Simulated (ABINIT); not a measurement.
**A self-consistent single point of Li2CuIrF6 (Fm-3m, 10 atoms in the cell) with ABINIT**

Level of theory: PBEsol, PAW (JTH v2.0 PBE PAW, files made for PBE) (plane waves; ABINIT).

The input file:

```
# Li2CuIrF6, JTH v2.0 PBE PAW
pp_dirpath "./"
pseudos "Li.GGA_PBE-JTH.xml, Cu.GGA_PBE-JTH.xml, Ir.GGA_PBE-JTH.xml, F.GGA_PBE-JTH.xml"
acell 3*1.0 Angstrom
rprim
         0.0000000000    4.1230500000    4.1230500000
         4.1230500000   -0.0000000000    4.1230500000
         4.1230500000    4.1230500000   -0.0000000000
natom 10
ntypat 4
znucl 3 29 77 9
typat 1 1 2 3 4 4 4 4 4 4
xcart
         3.8957176491    3.8957176491    3.8957176491
        11.6871529472   11.6871529472   11.6871529472
         7.7914352981    7.7914352981    7.7914352981
         0.0000000000    0.0000000000    0.0000000000
         7.7914352981    7.7914352981    3.8816930655
         7.7914352981    7.7914352981   11.7011775307
         3.8816930655    7.7914352981    7.7914352981
        11.7011775307    7.7914352981    7.7914352981
         7.7914352981    3.8816930655    7.7914352981
         7.7914352981   11.7011775307    7.7914352981
ecut 60 Ry
pawecutdg 120 Ry
pawovlp -1
pawxcdev 0
ixc -116133
occopt 1
nband 45
kptopt 1
ngkpt 3 3 3
nshiftk 1
shiftk 0 0 0
nstep 80
tolvrs 1.0e-11
diemac 4
prtwf 0
prtden 0
prtvol 1
enunit 2
```

Output, abridged:

```
 Symmetries : space group Fm -3 m (#225); Bravais cF (face-center cubic)

 -outvars: echo values of preprocessed input variables --------
            acell      1.8897261329E+00  1.8897261329E+00  1.8897261329E+00 Bohr
           diemac      4.00000000E+00
             ecut      3.00000000E+01 Hartree
           enunit           2
              ixc     -116133
         kptrlatt        3    0    0      0    3    0      0    0    3
          kptrlen      3.30562606E+01
            natom          10
            nband          45
            ngfft          60      60      60
          ngfftdg          80      80      80
             nkpt           4
            nstep          80
             nsym          48
           ntypat           4
        pawecutdg      6.00000000E+01 Hartree
          pawovlp     -1.0000000000E+00
         pawxcdev           0
            rprim      0.0000000000E+00  4.1230500000E+00  4.1230500000E+00
                       4.1230500000E+00 -0.0000000000E+00  4.1230500000E+00
                       4.1230500000E+00  4.1230500000E+00 -0.0000000000E+00
          spgroup         225
           tolvrs      1.00000000E-11
            typat      1  1  2  3  4  4  4  4  4  4
           useylm           1
             xred      2.4999999781E-01  2.4999999781E-01  2.4999999781E-01
                       7.4999999781E-01  7.4999999781E-01  7.4999999781E-01
                       4.9999999781E-01  4.9999999781E-01  4.9999999781E-01
                      -2.1879249107E-09 -2.1879249107E-09 -2.1879249107E-09
                       2.4909999891E-01  2.4909999891E-01  7.5089999672E-01
                       7.5089999672E-01  7.5089999672E-01  2.4909999891E-01
                       7.5089999672E-01  2.4909999891E-01  2.4909999891E-01
                       2.4909999891E-01  7.5089999672E-01  7.5089999672E-01
                       2.4909999891E-01  7.5089999672E-01  2.4909999891E-01
                       7.5089999672E-01  2.4909999891E-01  7.5089999672E-01
            znucl        3.00000   29.00000   77.00000    9.00000

== DATASET  1 ==================================================================

 Real(R)+Recip(G) space primitive vectors, cartesian coordinates (Bohr,Bohr^-1):
 R(1)=  0.0000000  7.7914353  7.7914353  G(1)= -0.0641730  0.0641730  0.0641730
 R(2)=  7.7914353  0.0000000  7.7914353  G(2)=  0.0641730 -0.0641730  0.0641730
 R(3)=  7.7914353  7.7914353  0.0000000  G(3)=  0.0641730  0.0641730 -0.0641730
 Unit cell volume ucvol=  9.4598099E+02 bohr^3
 Angles (23,13,12)=  6.00000000E+01  6.00000000E+01  6.00000000E+01 degrees

 Coarse grid specifications (used for wave-functions):

 getcut: wavevector=  0.0000  0.0000  0.0000  ngfft=  60  60  60
         ecut(hartree)=     30.000   => boxcut(ratio)=   2.20848

 Fine grid specifications (used for densities):

 getcut: wavevector=  0.0000  0.0000  0.0000  ngfft=  80  80  80
         ecut(hartree)=     60.000   => boxcut(ratio)=   2.08217

   9.67649311E+03                                ecore*ucvol(ha*bohr**3)

_setup2: Arith. and geom. avg. npw (full set) are    7422.259    7422.255

--- !BeginCycle
solver: {iscf: 17, nstep: 80, nline: 4, wfoptalg: 10, }
tolerances: {tolvrs: 1.00E-11, }
...

     iter   Etot(hartree)      deltaE(h)  residm     nres2
 ETOT  1  -429.49305418797    -4.295E+02 2.765E+01 8.794E+01
 ETOT  2  -436.30096377949    -6.808E+00 1.981E-01 3.605E+02
 ETOT  3  -435.96931547855     3.316E-01 6.179E-02 7.316E+01
 ETOT  4  -435.92399570368     4.532E-02 2.674E-02 5.033E+01
 ETOT  5  -435.88919805815     3.480E-02 2.865E-02 2.270E+01
 ETOT  6  -435.86685955955     2.234E-02 8.474E-03 5.737E+00
   [... 13 lines left out ...]
 ETOT 20  -435.86682736775    -2.252E-10 2.713E-05 2.026E-09
 ETOT 21  -435.86682736781    -5.804E-11 7.951E-06 6.470E-10
 ETOT 22  -435.86682736782    -1.319E-11 1.905E-05 1.592E-10
 ETOT 23  -435.86682736783    -5.684E-13 5.576E-06 2.918E-11
 ETOT 24  -435.86682736783    -1.023E-12 1.341E-05 3.886E-12

 At SCF step   24       nres2   =  3.89E-12 < tolvrs=  1.00E-11 =>converged.

 Cartesian components of stress tensor (hartree/bohr^3)
  sigma(1 1)=  1.41989977E-04  sigma(3 2)=  0.00000000E+00
  sigma(2 2)=  1.41989977E-04  sigma(3 1)=  0.00000000E+00
  sigma(3 3)=  1.41989977E-04  sigma(2 1)=  0.00000000E+00

 ----iterations are completed or convergence reached----

 reduced coordinates (array xred) for   10 atoms
       0.249999997812      0.249999997812      0.249999997812
       0.749999997812      0.749999997812      0.749999997812
       0.499999997812      0.499999997812      0.499999997812
      -0.000000002188     -0.000000002188     -0.000000002188
       0.249099998909      0.249099998909      0.750899996715
       0.750899996715      0.750899996715      0.249099998909
       0.750899996715      0.249099998909      0.249099998909
       0.249099998909      0.750899996715      0.750899996715
       0.249099998909      0.750899996715      0.249099998909
       0.750899996715      0.249099998909      0.750899996715
 cartesian forces (eV/Angstrom) at end:
    1      0.00000000000000    -0.00000000000000    -0.00000000000000
    2      0.00000000000000    -0.00000000000000    -0.00000000000000
    3      0.00000000000000    -0.00000000000000    -0.00000000000000
    4      0.00000000000000    -0.00000000000000    -0.00000000000000
    5      0.00000000000000    -0.00000000000000    -0.20357861307583
    6     -0.00000000000000     0.00000000000000     0.20357861307583
    7     -0.20357861307583    -0.00000000000000    -0.00000000000000
    8      0.20357861307583    -0.00000000000000    -0.00000000000000
    9      0.00000000000000    -0.20357861307583    -0.00000000000000
   10      0.00000000000000     0.20357861307583    -0.00000000000000
 frms,max,avg= 9.1043124E-02 2.0357861E-01   0.000E+00  0.000E+00  0.000E+00 e/A
 length scales=  1.889726132886  1.889726132886  1.889726132886 bohr
              =  1.000000000000  1.000000000000  1.000000000000 angstroms
 Fermi (or HOMO) energy (hartree) =   0.08630   Average Vxc (hartree)=  -0.31783
 Eigenvalues (hartree) for nkpt=   4  k points:
 kpt#   1, nband= 45, wtk=  0.03704, kpt=  0.0000  0.0000  0.0000 (reduced coord)
  -3.96265   -2.40419   -2.40419   -2.40419   -1.70824   -1.70824   -1.70824   -1.66118
  -1.66116   -0.80241   -0.78461   -0.78461   -0.78313   -0.78313   -0.78313   -0.22372
  -0.18349   -0.18349   -0.15773   -0.15773   -0.15773   -0.15466   -0.15466   -0.15466
  -0.08862   -0.08862   -0.08862   -0.08820   -0.08820   -0.08820   -0.06864   -0.06864
  -0.06864    0.04453    0.04453    0.04453    0.07038    0.07038    0.08343    0.08343
   0.08343    0.11956    0.18100    0.18100    0.28016
 prteigrs : prtvol=0 or 1, do not print more k-points.

 Fermi (or HOMO) energy (eV) =   2.34838   Average Vxc (eV)=  -8.64867
 Eigenvalues (   eV  ) for nkpt=   4  k points:
 kpt#   1, nband= 45, wtk=  0.03704, kpt=  0.0000  0.0000  0.0000 (reduced coord)
-107.82914  -65.42133  -65.42133  -65.42133  -46.48369  -46.48369  -46.48369  -45.20293
 -45.20259  -21.83465  -21.35037  -21.35037  -21.31008  -21.31008  -21.31008   -6.08768
  -4.99289   -4.99289   -4.29192   -4.29192   -4.29192   -4.20840   -4.20840   -4.20840
  -2.41148   -2.41148   -2.41148   -2.39995   -2.39995   -2.39995   -1.86783   -1.86783
  -1.86783    1.21178    1.21178    1.21178    1.91518    1.91518    2.27016    2.27016
   2.27016    3.25340    4.92515    4.92515    7.62343
 prteigrs : prtvol=0 or 1, do not print more k-points.

--- !EnergyTerms
comment             : Components of total free energy in Hartree
kinetic             :  8.12136356125114E+01
hartree             :  1.62928908221292E+02
xc                  : -2.72623332824834E+01
Ewald energy        : -2.13749387657279E+02
psp_core            :  1.02290566677170E+01
local_psp           : -4.20337698829814E+02
spherical_terms     : -2.88890077492023E+01
total_energy        : -4.35866827017259E+02
total_energy_eV     : -1.18605395418069E+04
...

-Cartesian components of stress tensor (GPa)         [Pressure= -4.1775E+00 GPa]
- sigma(1 1)=  4.17748864E+00  sigma(3 2)=  0.00000000E+00
- sigma(2 2)=  4.17748864E+00  sigma(3 1)=  0.00000000E+00
- sigma(3 3)=  4.17748864E+00  sigma(2 1)=  0.00000000E+00

 Calculation completed.
```

The run converged in 24 iterations.

The starting cell comes from a database of computed structures (which also holds hypothetical and non-ambient phases and stackings), without a prior relaxation at this level. The potentials were made for another functional than the one used. With a pressure of about -4 GPa the cell is away from its equilibrium volume at this level.

Cost on one core of a shared machine: roughly 5 min.
